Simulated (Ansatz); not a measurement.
## How far to go with the k-point mesh: Sr4Bi2O (I4mm, 7 atoms in the cell)

```yaml
crystal:
  lattice:
    - [-2.50747, 2.50747, 8.79961]
    - [2.50747, -2.50747, 8.79961]
    - [2.50747, 2.50747, -8.79961]
  atoms:
    - { symbol: Sr, position: [0.83781, 0.83781, 0.00000] }
    - { symbol: Sr, position: [0.17023, 0.17023, 0.00000] }
    - { symbol: Sr, position: [0.99808, 0.49808, 0.50000] }
    - { symbol: Sr, position: [0.49808, 0.99808, 0.50000] }
    - { symbol: Bi, position: [0.63778, 0.63778, 0.00000] }
    - { symbol: Bi, position: [0.36026, 0.36026, 0.00000] }
    - { symbol: O, position: [0.99020, 0.99020, 0.00000] }
```

Level of theory: PBEsol, default PAW files made with PBE (plane waves; Ansatz, an electronic-structure program).

Base settings: basis.ecutwfc = 420 eV; kpoints.mp_grid.grid = 5 5 5; hamiltonian.xc = pbesol; hamiltonian.pseudopotentials = {kind: paw} (the program's default PAW files); scf.occupations.method = fermi_dirac; scf.occupations.width = 0.02 eV.

The second cell is the first with its lattice scaled by 0.98.

Only quantities that move along the ladder and can be compared are tabulated.

The count of work is k-points × plane waves × bands × iterations; it is no time. Core times come from one kind of shared machine, to one figure; runs under 30 s give none.

The starting cell comes from a database of computed structures (which also holds hypothetical and non-ambient phases and stackings), without a prior relaxation at this level. Its lattice was rescaled by up to half a per cent. One atom was moved a little off its site on purpose. Spin-orbit coupling is off. Ansatz's pressure includes its estimate of the finite-basis (Pulay) stress.

Steps (kpoints.mp_grid.grid): 2 2 2; 3 3 3; 4 4 4; 5 5 5; 6 6 6; 7 7 7; 8 8 8; 9 9 9; 10 10 10; 11 11 11; 12 12 12; 13 13 13; 15 15 15; 18 18 18.

What is the coarsest kpoints.mp_grid.grid that holds the free energy within 0.5 meV/atom of the last step, with all finer ones?

7 7 7, at 0.083 of the last step's count of work and about 0.08 of the last step's time; the step before is off by 0.93 meV/atom.

What is the coarsest kpoints.mp_grid.grid that holds the energy of the compressed cell less the first within 1 meV/atom of the last step, with all finer ones?

3 3 3, at 0.013 of the last step's count of work; the step before is off by 4.6 meV/atom.

What is the coarsest kpoints.mp_grid.grid that holds the forces within 0.01 eV/Å of the last step, with all finer ones?

4 4 4, at 0.027 of the last step's count of work; the step before is off by 0.024 eV/Å.

| kpoints.mp_grid.grid | free energy less the last step's (meV/atom) | energy of the compressed cell less the first (meV/atom) | pressure (GPa) | largest difference of a force vector from the last step's (eV/Å) | gap on the mesh (eV) | count of work / last | core time / last (rough) |
|---|---|---|---|---|---|---|---|
| 2 2 2 | 108.73 | 6.55 | -0.71 | 0.136 | 0.798 | 0.0095 | – |
| 3 3 3 | 16.73 | 2.30 | -1.05 | 0.024 | 0.902 | 0.013 | – |
| 4 4 4 | 5.45 | 2.21 | -1.05 | 0.006 | 0.851 | 0.027 | – |
| 5 5 5 | 2.13 | 2.11 | -1.06 | 0.003 | 0.876 | 0.037 | – |
| 6 6 6 | 0.93 | 2.03 | -1.06 | 0.002 | 0.856 | 0.062 | – |
| 7 7 7 | 0.45 | 2.00 | -1.06 | 0.001 | 0.868 | 0.083 | 0.08 |
| 8 8 8 | 0.22 | 1.97 | -1.07 | 0.001 | 0.858 | 0.12 | 0.1 |
| 9 9 9 | 0.11 | 1.97 | -1.07 | 0.000 | 0.865 | 0.16 | 0.2 |
| 10 10 10 | 0.06 | 1.96 | -1.07 | 0.000 | 0.858 | 0.21 | 0.2 |
| 11 11 11 | 0.03 | 1.95 | -1.07 | 0.000 | 0.863 | 0.26 | 0.3 |
| 12 12 12 | 0.02 | 1.95 | -1.07 | 0.000 | 0.858 | 0.34 | 0.4 |
| 13 13 13 | 0.01 | 1.95 | -1.07 | 0.000 | 0.861 | 0.41 | 0.4 |
| 15 15 15 | 0.00 | 1.95 | -1.07 | 0.000 | 0.861 | 0.60 | 0.6 |
| 18 18 18 | 0.00 | 1.95 | -1.07 | 0.000 | 0.858 | 1.0 | 1 |

The energy difference between the two cells stays within 1 meV/atom of the last step's from 3 3 3 on, the total only from 6 6 6 on: much of the error is common to both cells and cancels.

The gap on the mesh jumps up and down from mesh to mesh; it is no smooth measure of convergence.

Keys are those of Ansatz 0.2.
